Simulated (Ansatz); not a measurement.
# Ga2O3 in the corundum structure (space group R-3c, No. 167)

```cif
data_Ga4O6
_chemical_formula_sum 'Ga4 O6'
_space_group_name_H-M_alt 'P 1'
_space_group_IT_number 1
_cell_length_a 5.32516
_cell_length_b 5.32516
_cell_length_c 5.32516
_cell_angle_alpha 55.812
_cell_angle_beta 55.812
_cell_angle_gamma 55.812
loop_
_space_group_symop_operation_xyz
  'x, y, z'
loop_
_atom_site_label
_atom_site_type_symbol
_atom_site_fract_x
_atom_site_fract_y
_atom_site_fract_z
_atom_site_occupancy
Ga1 Ga 0.35540 0.35540 0.35540 1
Ga2 Ga 0.14460 0.14460 0.14460 1
Ga3 Ga 0.64460 0.64460 0.64460 1
Ga4 Ga 0.85540 0.85540 0.85540 1
O1 O 0.55362 0.94638 0.25000 1
O2 O 0.25000 0.55362 0.94638 1
O3 O 0.94638 0.25000 0.55362 1
O4 O 0.44638 0.05362 0.75000 1
O5 O 0.75000 0.44638 0.05362 1
O6 O 0.05362 0.75000 0.44638 1
```

All numbers come from DFT with r2SCAN, PAW potentials and a 500 eV plane-wave cutoff in Ansatz (an electronic-structure program), no spin-orbit coupling. k-mesh 8×8×8 (Γ-centred); smearing 0.05 eV (Fermi–Dirac).

The volume per atom comes out as 9.64 Å³ and the density comes out as 6.46 g/cm³. The band gap is 3.55 eV, indirect, Γ–S₀ (50 % along) → Γ and the electron mass is 0.25 mₑ. The lowest conduction-band minima above the VBM is Γ 3.55 eV and the total energy comes out as -1857.766 eV/atom (σ→0; compares only within this code and set-up).

Masses are band curvatures over ±0.01 Å⁻¹ around the edge. Stability against distortions was not tested.
